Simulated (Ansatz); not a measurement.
## Ge under a change: Ge → Cd

Consider Ge in the diamond structure (space group Fd-3m, No. 227; a = 5.674 Å).

One thing is altered: Cd takes the place of Ge on all its sites; the structure is relaxed again.

All numbers come from DFT with r2SCAN, PAW potentials and a 500 eV plane-wave cutoff in Ansatz (a first-principles code), scalar-relativistic without spin-orbit coupling. Settings: 12×12×12 k-points, 0.05 eV Fermi–Dirac smearing, for the changed cell.

```json
[
 {"quantity": "volume per atom", "base": "22.84 Å³", "changed": "34.63 Å³", "shift": "+11.79 Å³"},
 {"quantity": "density", "base": "5.28 g/cm³", "changed": "5.39 g/cm³", "shift": "+0.11 g/cm³"},
 {"quantity": "lattice parameter a", "base": "5.674 Å", "changed": "6.519 Å", "shift": "+0.8443 Å"},
 {"quantity": "space group", "base": "Fd-3m (No. 227)", "changed": "Fd-3m (No. 227)", "shift": "–"},
 {"quantity": "shortest interatomic distance", "base": "2.457 Å", "changed": "2.823 Å", "shift": "+0.366 Å"},
 {"quantity": "band gap", "base": "0.36 eV", "changed": "zero", "shift": "–"}
]
```

No phonon test of stability was made. As relaxed here, Cd is a hypothetical phase, not in the database extracts checked.
